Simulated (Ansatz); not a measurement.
## Worked example: self-consistent single point of Hf₂AsN (P6_3/mmc, 8 atoms in the cell) in Ansatz

Computed with PBE (plane waves, PAW; Ansatz, a first-principles code).

Input as run:

Ansatz 0.2 input:
```yaml
# Hf2AsN
crystal:
  lattice:
    - [3.137907, 0.000000, 0.000000]
    - [-1.568954, 2.717507, 0.000000]
    - [0.000000, 0.000000, 14.065725]
  atoms:
    - { symbol: As, position: [0.333333, 0.666667, 0.750000] }
    - { symbol: As, position: [0.666667, 0.333333, 0.250000] }
    - { symbol: Hf, position: [0.333333, 0.666667, 0.086000] }
    - { symbol: Hf, position: [0.666667, 0.333333, 0.586000] }
    - { symbol: Hf, position: [0.666667, 0.333333, 0.914000] }
    - { symbol: Hf, position: [0.333333, 0.666667, 0.414000] }
    - { symbol: N, position: [0.000000, 0.000000, 0.000000] }
    - { symbol: N, position: [0.000000, 0.000000, 0.500000] }
basis:
  ecutwfc: 420.0
kpoints:
  mp_grid: { grid: [8, 8, 2] }
hamiltonian:
  xc: pbe
  pseudopotentials: { kind: paw }
scf:
  occupations: { method: cold, width: 0.05 }
output:
  forces: true
  eigenvalues: true
  stress: true
```

The program printed (abridged):

```
WARN the atoms were moved onto the symmetric positions of the space group found under crystal.symmetry.tolerance 1.0e-5 (fractional …
WARN ansatz: RAYON_NUM_THREADS=1 ignored (pool sized by the plan → 1); use --threads N
Pseudopotentials: kind: paw
Pseudopotential: As, paw, valence charge 15
Pseudopotential: Hf, paw, valence charge 26
Pseudopotential: N, paw, valence charge 5
Crystal: 8 atoms, lattice volume = 119.942 Å³
Basis set: ecut = 420 eV, 2339 PW (Γ), exchange–correlation on 48×48×192 points (8 copies of the dense FFT grid, shifted against one another)
Bands: 87, of which v1, the nominal top of the filled ones, is band 72 counted from 1 (71 counted from 0)
Symmetry: 24 space group operations
Space group: P63/mmc (ITA 194), of the structure as read, at distance tolerance 4.9e-5 Å
k-points: 20 of 128
Initial density: superposition of atomic densities (neutral atoms: chi_scale 0, normalization atom), corrected by the library's trained network
Initial wavefunctions: pseudopotential atomic-orbital guess
Eigensolver: davidson
Functional: x = pbe(κ = 0.804, μ = 0.2195149727645171), c = pbe(β = 0.06672455060314922)
SCF iter   1: F=—  HF=-73373.431717 eV  |F-HF|=—  |Δ(HF+E_count)|=         —  Δρ=7.54e-3  dr2=4.10e-1  ethr=1.77e-3  ⟨swp⟩=5.1  Hψ=5344  notcnv=0  defer=32
all-band conjugate gradients solve this SCF's bands
preconditioner: auto → Resta (q_TF=auto, 2.813 Å⁻¹)
SCF iter   2: F=—  HF=-73373.380848 eV  |F-HF|=—  |Δ(HF+E_count)|=   5.09e-2  S|Δr|=    0.00e0  Δρ=3.33e-3  dr2=7.17e-2  ethr=2.85e-4  ⟨swp⟩=2.0  Hψ=2165  notcnv=0  defer=157
SCF iter   3: F=—  HF=-73373.370089 eV  |F-HF|=—  |Δ(HF+E_count)|=   1.08e-2  S|Δr|=    0.00e0  Δρ=7.26e-4  dr2=4.15e-4  ethr=4.98e-5  ⟨swp⟩=2.0  Hψ=1933  notcnv=0  defer=157
SCF iter   4: F=—  HF=-73373.369989 eV  |F-HF|=—  |Δ(HF+E_count)|=   1.00e-4  S|Δr|=    0.00e0  Δρ=3.70e-4  dr2=1.03e-4  ethr=2.88e-7  ⟨swp⟩=2.1  Hψ=3022  notcnv=0  defer=157
SCF iter   5: F=—  HF=-73373.369901 eV  |F-HF|=—  |Δ(HF+E_count)|=   8.77e-5  S|Δr|=    0.00e0  Δρ=1.87e-4  dr2=3.25e-5  ethr=7.15e-8  ⟨swp⟩=2.0  Hψ=2852  notcnv=0  defer=157
SCF iter   6: F=—  HF=-73373.369877 eV  |F-HF|=—  |Δ(HF+E_count)|=   2.41e-5  S|Δr|=    0.00e0  Δρ=7.48e-5  dr2=4.83e-6  ethr=2.26e-8  ⟨swp⟩=2.0  Hψ=2958  notcnv=0  defer=157
SCF iter   7: F=—  HF=-73373.369876 eV  |F-HF|=—  |Δ(HF+E_count)|=   1.66e-6  S|Δr|=    0.00e0  Δρ=1.84e-5  dr2=3.75e-7  ethr=3.35e-9  ⟨swp⟩=2.0  Hψ=2878  notcnv=0  defer=157
SCF iter   8: F=-73373.369876 eV  HF=-73373.369876 eV  |F-HF|=1.36e-8  |Δ(HF+E_count)|=   1.80e-8  S|Δr|=    0.00e0  Δρ=3.38e-6  dr2=2.15e-8  ethr=6.94e-11  ⟨swp⟩=9.8  Hψ=7915  notcnv=0
SCF 1 converged in 8 iterations: F = -73373.369876 eV  dr2 = 2.15e-8
SCF converged after 8 iterations
Stability not checked (fill_not_monotonic)
Free energy (F): -73373.369876 eV
Harris-Foulkes:  -73373.369876 eV  (|F-HF|=1.36e-8)
Internal energy: -73373.367151 eV  (E = F + TS)
E sigma→0 (E₀):  -73373.368967 eV
Entropy (-TS):   -0.002724 eV (-0.341 meV/atom)
Fermi energy:    21.178485 eV
--- Per-component energies (eV) ---
  E_band       = 127.705058
  E_kinetic    = 2185.163772
  E_local      = -24242.319446  (includes V_loc(G=0)·N_el)
  E_nonlocal   = -6225.216589
  E_hartree    = 11841.791573
  E_xc         = -1487.258519
  E_vxc        = -1388.473867  (∫ρ·V_xc dr)
  E_paw        = -31637.322492  (= ΣΔE_a)
  E_vpaw       = 6114.953342  (= ΣTr[D̂ρ^β])
  E_aug_tail   = 0.000202  (compensation charges beyond the density's cutoff)
  E_ewald      = -23808.205652
  E_smearing   = -0.002724  (= −TS)
  E_closure    = -0.000000  (closes the sum)
  Σ components = -73373.369876   (vs F -73373.369876, Δ=0.00e0)
--- Forces (eV/Å), atoms counted from 1 ---
  atom   1  As     0.00000000     0.00000000    -0.00000000
  atom   2  As    -0.00000000    -0.00000000     0.00000000
  atom   3  Hf     0.00000000     0.00000000     2.73866077
  atom   4  Hf     0.00000000    -0.00000000     2.73866077
  atom   5  Hf    -0.00000000    -0.00000000    -2.73866077
  atom   6  Hf     0.00000000     0.00000000    -2.73866077
  atom   7  N     -0.00000000     0.00000000     0.00000000
  atom   8  N     -0.00000000     0.00000000     0.00000000
  max |Σ_I F_I| component: 1.21e-16 eV/Å
--- Stress (GPa, compression-positive) ---
       16.092346      -0.000000      -0.000000
       -0.000000      16.092346      -0.000000
       -0.000000      -0.000000      -3.027573
  P = ⅓ Tr σ = 9.7190 GPa (97.190 kbar)
  The stress holds the Pulay correction. Without it, at fixed plane waves, as pw.x and ABINIT print it: P = 9.4861 GPa
--- Band table (eV; the first three rows and the last of 20) ---
  k-point 0: bands = ["-41.4561", "-41.4560", "-41.3916", "-41.3915", "-15.1352", "-15.1352", "-15.1352", "-15.1352", "-15.0902", "-15.0902", "-15.0902", "-15.0902", "-15.0853", "-15.0853", "-10.7884", "-10.7809", "-9.9978", "-9.9881", "-9.8880", [...]
  k-point 1: bands = ["-41.4561", "-41.4561", "-41.3915", "-41.3915", "-15.1352", "-15.1352", "-15.1352", "-15.1352", "-15.0902", "-15.0902", "-15.0902", "-15.0902", "-15.0853", "-15.0853", "-10.7847", "-10.7847", "-9.9929", "-9.9929", "-9.8878", [...]
  k-point 2: bands = ["-41.4465", "-41.4464", "-41.3863", "-41.3863", "-15.1354", "-15.1354", "-15.1321", "-15.1321", "-15.0918", "-15.0918", "-15.0906", "-15.0906", "-15.0836", "-15.0836", "-10.7562", "-10.7491", "-10.0753", "-10.0705", "-9.9441", [...]
  k-point 19: bands = ["-41.3721", "-41.3721", "-41.3633", "-41.3633", "-15.1285", "-15.1285", "-15.1203", "-15.1203", "-15.0991", "-15.0991", "-15.0961", "-15.0961", "-15.0729", "-15.0729", "-10.6903", "-10.6903", "-10.5555", "-10.5555", [...]
```

The run converged in 8 iterations.

The starting cell was generated: these elements placed on a structure prototype, without a prior relaxation; it need not be a known phase or ordering of this composition. Its lattice was rescaled by a random factor within 2.5 % of one. Spin-orbit coupling is off. With a pressure of about 10 GPa the cell is away from its equilibrium volume at this level. Forces in this geometry exceed 1 eV/Å. Ansatz's pressure includes its estimate of the finite-basis (Pulay) stress.
